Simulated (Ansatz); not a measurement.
The reference is Ti in the hcp (Mg type) structure (space group P6_3/mmc, No. 194; relaxed with 0.1 eV smearing).

```
CELL_PARAMETERS angstrom
      2.90164     0.00000     0.00000
     -1.45082     2.51289     0.00000
      0.00000     0.00000     4.59296
ATOMIC_POSITIONS crystal
  Ti 0.66667 0.33333 0.75000
  Ti 0.33333 0.66667 0.25000
```

Cartesian axes are those of the cell as printed.

Method: Kohn–Sham DFT with the PBEsol functional, run in Ansatz (a program for electronic structure) with PAW and 420 eV plane waves, no spin-orbit coupling.

One thing is altered: the cell is scaled by 0.9750 in all directions, atoms relaxed at fixed cell.

Problem. Predict the stress tensor and what it implies for the stiffness.

Solution. Stress of the strained cell less that of the base (GPa, compression positive):
```
   10.2     0.0     0.0
    0.0    10.2     0.0
    0.0     0.0    10.5
```

Then B = −ΔP/(ΔV/V₀) with ΔV/V₀ = -0.0731 gives secant stiffness values (nonlinear terms included at this strain): B (at held cell shape, above the free-shape value) ≈ 141 GPa.

As a check, the harmonic strain energy −½ V₀ Δσ:ε is 40 meV/atom; the computed energy rise is 37 meV/atom.

No phonon test of stability was made. All final runs are without spin polarisation.
